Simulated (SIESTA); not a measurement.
**Parameter sweep on HfO₂ (P4_2/nmc, 6 atoms in the cell)**

```
CELL_PARAMETERS angstrom
      3.55624     0.00000     0.00000
      0.00000     3.55624     0.00000
      0.00000     0.00000     5.16927
ATOMIC_POSITIONS crystal
  Hf 0.50000 0.50000 0.50000
  Hf 0.00000 0.00000 0.00000
  O  0.00000 0.50000 0.69721
  O  0.00000 0.50000 0.19721
  O  0.50000 0.00000 0.80279
  O  0.50000 0.00000 0.30279
```

Base run A: GGA PBE, numerical atomic orbitals DZP, PseudoDojo PBE standard norm-conserving potentials (rewritten from UPF to PSML) (SIESTA), self-consistent single point.

Its settings: XC.functional = GGA; XC.authors = PBE; potentials = PseudoDojo PBE standard; PAO.BasisSize = DZP; PAO.EnergyShift = 0.01 Ry; MeshCutoff = 300 Ry; kgrid.MonkhorstPack = 5 5 4; OccupationFunction = FD; ElectronicTemperature = 580.23 K; MaxSCFIterations = 150; SCF.Mixer.Method = Broyden; SCF.Mixer.Weight = 0.25; SCF.Mixer.History = 8; SCF.DM.Tolerance = 1.0E-05.

The starting cell comes from a database of computed structures (which also holds hypothetical and non-ambient phases and stackings), without a prior relaxation at this level. Its lattice was rescaled by a random factor within 2.5 % of one. Spin-orbit coupling is off. Values carry the incompleteness of an atom-centred basis. In the base run, with a pressure of about 12 GPa the cell is away from its equilibrium volume at this level.

A dash stands where there is no value to compare (another energy zero or no entropy term, no result, no spin, no clean gap, or a mesh too coarse for one). Absolute energies have different zeros for different potentials, functionals, Hubbard and dispersion terms and are not compared across them.

Runs:
- B: DFTU.ProjectorGenerationMethod: default → 2; DFTU.CutoffNorm: default → 0.9; DFTU.FirstIteration: default → true; DFTU.proj: default → [Hf 1, n=5 2, 1.00 0.00, 0.00 0.00] [GGA PBE+U]
- C: DFTU.ProjectorGenerationMethod: default → 2; DFTU.CutoffNorm: default → 0.9; DFTU.FirstIteration: default → true; DFTU.proj: default → [Hf 1, n=5 2, 2.00 0.00, 0.00 0.00] [GGA PBE+U]
- D: DFTU.ProjectorGenerationMethod: default → 2; DFTU.CutoffNorm: default → 0.9; DFTU.FirstIteration: default → true; DFTU.proj: default → [Hf 1, n=5 2, 3.00 0.00, 0.00 0.00] [GGA PBE+U]
- E: DFTU.ProjectorGenerationMethod: default → 2; DFTU.CutoffNorm: default → 0.9; DFTU.FirstIteration: default → true; DFTU.proj: default → [Hf 1, n=5 2, 4.00 0.00, 0.00 0.00] [GGA PBE+U]
- F: DFTU.ProjectorGenerationMethod: default → 2; DFTU.CutoffNorm: default → 0.9; DFTU.FirstIteration: default → true; DFTU.proj: default → [Hf 1, n=5 2, 5.00 0.00, 0.00 0.00] [GGA PBE+U]
- G: DFTU.ProjectorGenerationMethod: default → 2; DFTU.CutoffNorm: default → 0.9; DFTU.FirstIteration: default → true; DFTU.proj: default → [Hf 1, n=5 2, 6.00 0.00, 0.00 0.00] [GGA PBE+U]
- H: DFTU.ProjectorGenerationMethod: default → 2; DFTU.CutoffNorm: default → 0.9; DFTU.FirstIteration: default → true; DFTU.proj: default → [Hf 1, n=5 2, 7.00 0.00, 0.00 0.00] [GGA PBE+U]
- I: DFTU.ProjectorGenerationMethod: default → 2; DFTU.CutoffNorm: default → 0.9; DFTU.FirstIteration: default → true; DFTU.proj: default → [Hf 1, n=5 2, 8.00 0.00, 0.00 0.00] [GGA PBE+U]

```tsv
run	pressure (GPa)	largest force (eV/Å)	gap on the mesh (eV)	Hubbard energy (eV/atom)
A	11.62	0.376	4.550	–
B	___	0.494	4.751	0.370
C	___	0.619	4.964	0.734
D	17.03	0.753	5.127	1.091
E	18.98	0.894	5.308	1.439
F	20.99	1.043	5.509	1.779
G	23.06	1.199	5.730	2.109
H	25.17	1.359	5.972	2.429
I	27.31	1.525	___	2.739
```

Complete the blanks.


- B, pressure (GPa): 13.35
- C, pressure (GPa): 15.16
- I, gap on the mesh (eV): 6.191
